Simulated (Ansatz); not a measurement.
Take SbAs in the zinc blende structure (space group F-43m, No. 216; a = 6.538 Å; a hypothetical phase, not in the database extracts checked) as the base.

(Cell as relaxed with PBE.)

Levels (all Ansatz, a quantum-chemistry and plane-wave program, PAW): PBE (420 eV, no SOC); r2SCAN (500 eV, scalar-relativistic without spin-orbit coupling).

Each level relaxes its own structure.

| base | PBE | r2SCAN |
|---|---|---|
| volume per atom | 34.93 Å³ | 34.14 Å³ |
| lattice parameter a | 653.8 pm | 648.8 pm |
| band gap | zero | zero |

Perturbation: hydrostatic tension (pressure −1 GPa).

```tsv
quantity	PBE	r2SCAN
shortest interatomic distance	285.7 pm	___
band gap	zero	___
```

### Question
Given the PBE results, estimate those of r2SCAN.

### Answer

- shortest interatomic distance, r2SCAN: 283.3 pm
- band gap, r2SCAN: zero

PBE's shortest interatomic distance lies 2.4 pm above r2SCAN's (0.8 %); the two agree on the band gap. Neither level is exact; r2SCAN is the comparison here, not a measurement.

Load acts through the strain it causes; cell and atoms are relaxed under it. Stability against distortions was not tested. The final runs are not spin-polarised.
